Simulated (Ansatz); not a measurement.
The starting structures come from a database of crystals and need not be the phases stable at ambient conditions.

By PBEsol, the system below comes out a metal.

A figure of merit of an interconnect metal is its ballistic conductance per area.

Data:

```
CELL_PARAMETERS angstrom
      3.16339     0.00000     0.00000
     -1.58170     5.59848     0.00000
      0.00000     0.00000     4.99442
ATOMIC_POSITIONS crystal
  Mo 0.90647 0.81294 0.49907
  Mo 0.09353 0.18706 0.99907
  P  0.56912 0.13824 0.38023
  P  0.43088 0.86176 0.88023
  P  0.29965 0.59930 0.19571
  P  0.70035 0.40070 0.69571
```

The cell is taken as given; by PBEsol it stands under a pressure of -4.1 GPa.

The current flows along the normal of the first two printed cell vectors. No spin-orbit coupling; the value is a mean over 0.1 eV about the Fermi level.

Predict the ballistic conductance per area from PBEsol in Ansatz (a first-principles code).

0.19 × 10¹⁵ S/m² for both spins.
